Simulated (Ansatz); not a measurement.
Start from BP in the zinc blende structure (space group F-43m, No. 216; a = 4.5366 Å).

Calculations: r2SCAN (Ansatz, a program for electronic structure; PAW; 500 eV plane waves; no spin-orbit coupling).

Base values:

The band gap is 1.41 eV. The hole mass is 0.24, 0.24, 0.32 mₑ (at Γ).

The change: an isotropic linear strain of −2.00 %; the atoms relax in the strained cell.

Task: How does this affect the band gap?

Result: The band gap drops by 0.09 eV to 1.32 eV.

Task: What does the calculation give for the hole mass after the change?

Result: The hole mass (degenerate bands, along [100]) becomes 0.23, 0.23, 0.35 mₑ (at Γ) (base: 0.24, 0.24, 0.32 mₑ (at Γ)).

Masses are band curvatures over ±0.01 Å⁻¹ around the edge. No phonon test of stability was made.
